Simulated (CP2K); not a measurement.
Band structure of TaN (Fm-3m, 2 atoms in the cell).

```yaml
crystal:
  lattice:
    - [3.12729, 0.00000, 0.00000]
    - [1.56364, 2.70831, 0.00000]
    - [1.56364, 0.90277, 2.55342]
  atoms:
    - { symbol: Ta, position: [0.50000, 0.50000, 0.50000] }
    - { symbol: N, position: [0.00000, 0.00000, 0.00000] }
```

Method of the run: PBE, GPW, DZVP-MOLOPT-SR-GTH basis, GTH-PBE potentials (GTH_POTENTIALS) (CP2K).

Settings: CUTOFF = 500 Ry; REL_CUTOFF = 40 Ry; SMEAR/METHOD = GAUSSIAN; SIGMA = 0.2 eV; KPOINTS/SCHEME = MONKHORST-PACK 9 9 9; XC_FUNCTIONAL = PBE; Ta/BASIS_SET = DZVP-MOLOPT-SR-GTH; Ta/POTENTIAL = GTH-PBE-q13; N/BASIS_SET = DZVP-MOLOPT-SR-GTH; N/POTENTIAL = GTH-PBE-q5; METHOD = GPW; EPS_DEFAULT = 1e-11; EXTRAPOLATION = USE_GUESS; NGRIDS = 5.

The starting cell comes from a database of computed structures (which also holds hypothetical and non-ambient phases and stackings), without a prior relaxation at this level. Spin-orbit coupling is off. Spin polarisation is off. Values carry the incompleteness of an atom-centred basis.

Levels in eV from the Fermi level, bands 6 to 11:
```
point       6      7      8      9     10     11
-----  ------  -----  -----  -----  -----  -----
Γ       -3.81  -3.81  -3.81  -1.93  -1.93  -1.93
X       -6.55  -5.26  -4.59  -4.59   2.20   3.58
W       -7.29  -6.65  -6.65  -0.10  -0.10   3.59
K       -7.53  -6.69  -6.04  -2.11   2.54   2.62
L      -10.14  -7.36  -7.36   1.99   1.99   2.11
U       -7.53  -6.69  -6.04  -2.11   2.54   2.62
```

Bands cross the Fermi level along this path, so the cell is metallic at this level.

Higher empty bands are left out: an atom-centred basis made for the valence describes them poorly.
